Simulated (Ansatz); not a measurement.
System: CsCl-type CoAl. Method: LC-ωPBE (PAW; Ansatz, a program for electronic structure).

Run with plane-wave cutoff 460 eV, 10×10×10 k mesh, Fermi–Dirac smearing 0.05 eV, no spin polarisation, scalar-relativistic PAW data made under PBE.

Pressure at four volumes; x = ln(V/10.726 Å³). One pressure is withheld.

| V (Å³/atom) | x | P (GPa) |
|---|---|---|
| 10.189 | -0.0514 | 13.67 |
| 10.726 | 0.0000 | 0.03 |
| 10.994 | 0.0247 | -5.59 |
| 11.299 | 0.0520 | ? |

### Question
Pass a parabola P(x) through the three rows shown, estimate the bulk modulus and its pressure derivative near zero pressure, and predict the withheld pressure.

### Answer
Slopes between the rows: (0.03 − (13.67))/(0.0000 − (-0.0514)) = -265.37 and (-5.59 − (0.03))/(0.0247 − (0.0000)) = -227.53 GPa. Their difference over the span 0.0761 is c = 37.84/0.0761 = 497.2 GPa, so P(x) = 13.67 + (-265.37)(x − (-0.0514)) + 497.2 (x − (-0.0514))(x − (0.0000)). At the middle row B = −dP/dx = −[-265.37 + 497.2 × 0.0514] = 239.8 GPa, and B′ = dB/dP = 2c/B = 4.1. At x = 0.0520 the parabola gives -11.10 GPa; the run gives -11.18 GPa. The Birch–Murnaghan fit to the energies at all volumes has B0 = 239 GPa and B′ = 4.1.

Measured, for comparison: bulk modulus 162 GPa (room temperature, not corrected to a static lattice; as tabulated in Yamada et al. (2019), arXiv:1910.09660). Computed (rounded) less measured: bulk modulus +48 %.

Note: the run has no spin polarisation, so it can have missed a magnetic state.
